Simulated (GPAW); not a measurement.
Input and output of a self-consistent single point for ScIr₃ (Pm-3m, 4 atoms in the cell) (GPAW).

Method: LDA (Perdew-Wang 92), GPAW PAW datasets LDA (gpaw-data 1.0.1) (plane waves; GPAW).

The change in words: lattice scaled by 0.98. Reference geometry:
```yaml
crystal:
  lattice:
    - [3.84833, 0.00000, 0.00000]
    - [0.00000, 3.84833, 0.00000]
    - [0.00000, 0.00000, 3.84833]
  atoms:
    - { symbol: Sc, position: [0.00000, 0.00000, 0.00000] }
    - { symbol: Ir, position: [0.00000, 0.50000, 0.50000] }
    - { symbol: Ir, position: [0.50000, 0.00000, 0.50000] }
    - { symbol: Ir, position: [0.50000, 0.50000, 0.00000] }
```

Reference input (self-consistent single point, DFT LDA (Perdew-Wang 92), plane waves, GPAW PAW datasets LDA (gpaw-data 1.0.1)): mode = pw; ecut = 850 eV; xc = LDA; kpts = 6 6 6; mesh shift (steps) = 0 0 0; occupations.name = fermi-dirac; occupations.width = 0.136 eV; nbands = -12; symmetry.symmorphic = false; symmetry.tolerance = 0.0005; maxiter = 120. This run's input differs from it in these lines:

```diff
@@ -5,5 +5,5 @@
 atoms = Atoms(['Sc', 'Ir', 'Ir', 'Ir'],
-              cell=[[3.848331, 0.000000, 0.000000],
-                    [0.000000, 3.848331, 0.000000],
-                    [0.000000, 0.000000, 3.848331]],
+              cell=[[3.771364, 0.000000, 0.000000],
+                    [0.000000, 3.771364, 0.000000],
+                    [0.000000, 0.000000, 3.771364]],
               scaled_positions=[[0.000000, 0.000000, 0.000000],
```

The program printed (abridged):

```
     iter     time        total  log10-change:
                         energy   eigst   dens
iter:   1 --:--:--   -40.567135
iter:   2 --:--:--   -40.550180   -0.38  -1.49
iter:   3 --:--:--   -40.102807   -0.99  -1.51
iter:   4 --:--:--   -40.075102   -1.89  -1.74
iter:   5 --:--:--   -40.042886   -1.87  -1.83
iter:   6 --:--:--   -40.129900   -2.14  -2.21
iter:   7 --:--:--   -40.073806   -2.35  -2.19
iter:   8 --:--:--   -40.079426   -3.11  -3.05
iter:   9 --:--:--   -40.075806c  -4.11  -2.91
iter:  10 --:--:--   -40.074052c  -4.09  -2.96
iter:  11 --:--:--   -40.073627c  -4.91  -2.86
iter:  12 --:--:--   -40.073691c  -4.18  -2.88
iter:  13 --:--:--   -40.073494c  -5.64  -3.49
iter:  14 --:--:--   -40.073506c  -6.60  -3.47
iter:  15 --:--:--   -40.072486c  -5.03  -3.53
iter:  16 --:--:--   -40.072546c  -5.62  -3.53
iter:  17 --:--:--   -40.072106c  -4.61  -3.65
iter:  18 --:--:--   -40.071914c  -5.52  -3.64
iter:  19 --:--:--   -40.071896c  -6.48  -4.11c
iter:  20 --:--:--   -40.071866c  -6.45  -4.21c
iter:  21 --:--:--   -40.071858c  -7.11  -4.31c
iter:  22 --:--:--   -40.071865c  -7.78c -4.36c
Converged after 22 iterations.

Dipole moment: (-0.000000, -0.000000, -0.000000) |e|*Ang

Energy contributions relative to reference atoms: (reference = -1473378.342097)

Kinetic:        +60.132438
Potential:      -49.713228
External:        +0.000000
XC:             -49.658649
Entropy (-ST):   -0.202417
Local:           -0.731216
SIC:             +0.000000
--------------------------
Free energy:    -40.173073
Extrapolated:   -40.071865

Showing only first 2 kpts
 Kpt  Band  Eigenvalues  Occupancy
  0    26     16.41570    0.00000
  0    27     16.41570    0.00000
  0    28     16.41570    0.00000
  0    29     17.32948    0.00000

  1    26     14.55711    0.02634
  1    27     15.28052    0.00013
  1    28     15.64188    0.00001
  1    29     16.41728    0.00000

Fermi level: 13.97008

No gap
No difference between direct/indirect transitions
Energy (eV): -40.071865

Forces in eV/Ang:
  0 Sc    0.00000    0.00000    0.00000
  1 Ir    0.00000   -0.00000   -0.00000
  2 Ir   -0.00000   -0.00000   -0.00000
  3 Ir   -0.00000   -0.00000    0.00000

Stress tensor:
    -0.160272     0.000000     0.000000
     0.000000    -0.160272     0.000000
     0.000000     0.000000    -0.160272
Stress (GPa, Voigt): [-25.6784 -25.6784 -25.6784   0.       0.       0.    ]
```

The run converged in 22 iterations. GPAW prints stress with tension positive. Against the reference run the free energy goes up by 75.2 meV/atom and the pressure goes from 4.27 to 25.68 GPa.

The starting cell comes from a database of computed structures (which also holds hypothetical and non-ambient phases and stackings), without a prior relaxation at this level. Its lattice was rescaled by a random factor within 2.5 % of one. For this run, on top of that: lattice scaled by 0.98. Spin polarisation is off. With a pressure of about 26 GPa the cell is away from its equilibrium volume at this level.

Cost on one core of a shared machine: roughly 40 s.
